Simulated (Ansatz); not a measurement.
Take InSb in the zinc blende structure (space group F-43m, No. 216; a = 6.5561 Å) as the base. Axes: x, y, z lie along the cube axes.

Computed with DFT with r2SCAN, PAW potentials and a 500 eV plane-wave cutoff in Ansatz (a program for electronic structure), spin-orbit coupling left out.

Base values:

The valley order comes out as Γ 0.02 eV; L along ⟨111⟩ 0.77 eV; a point along ⟨100⟩, about 0.8 Å⁻¹ from Γ 1.48 eV, the shortest interatomic distance is 2.839 Å and the pressure is 0.0 GPa.

One thing is altered: a pure shear with ε_xy = ε_yx = 0.0086; the atoms relax in the strained cell.

Q: Predict the new energy relative to the base, valley order, shortest interatomic distance and pressure.

A: The energy goes up by 1.0 meV/atom; the valley order (the lowest conduction-band minima on the path, energy above the VBM, named in the base's zone) changes from Γ 0.02 eV; L along ⟨111⟩ 0.77 eV; a point along ⟨100⟩, about 0.8 Å⁻¹ from Γ 1.48 eV to Γ 0.01 eV; L along [1-11] 0.65 eV; L along [11-1] 0.80 eV; a point along [001], about 0.8 Å⁻¹ from Γ 1.40 eV; the shortest interatomic distance decreases by 0.006 Å (2.839 Å → 2.833 Å); the pressure (mean of the normal stresses, compression positive) remains 0.0 GPa.

With Sb present, leaving out spin-orbit coupling can change the band edges. No phonon test of stability was made. The final runs are not spin-polarised.
